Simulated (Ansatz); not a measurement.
Take GaP in the zinc blende structure (space group F-43m, No. 216; a = 5.506 Å) as the base.

Modification: a hydrostatic pressure of 4.5 GPa.

Levels (all Ansatz, a quantum-chemistry and plane-wave program, PAW): PBE (420 eV, spin-orbit coupling left out); HSE06+SOC (420 eV, noncollinear with spin-orbit coupling).

The geometry is relaxed with PBE.

| Quantity | Value |
|---|---|
| PBE valence-band top at Γ | 0.00, 0.00, 0.00 eV |
| PBE lowest conduction level above the VBM at special points | X 1.61 eV; L 1.74 eV; Γ 2.01 eV |

What does HSE06+SOC give at this geometry for the valence-band top at Γ and lowest conduction level above the VBM at special points?

The valence-band top at Γ (three highest Kramers pairs, from the VBM) changes from 0.00, 0.00, 0.00 eV to 0.00, 0.00, -0.10 eV; the lowest conduction level above the VBM at special points becomes X 2.21 eV; L 2.55 eV; Γ 2.96 eV (PBE: X 1.61 eV; L 1.74 eV; Γ 2.01 eV). The threefold valence maximum splits by Δso ≈ 0.10 eV.

Single points use the geometry relaxed with PBE. The hybrid gap comes from the SCF mesh plus the semilocal run's edge points and a few special points and is an upper bound. The spin-orbit shifts are approximate. Load acts through the strain it causes; cell and atoms are relaxed under it. No phonon test of stability was made. Tetrahedral semiconductors of this kind turn to denser phases somewhere between about 1 and 50 GPa; those were not computed, so compressed cells here can lie past the real transition.
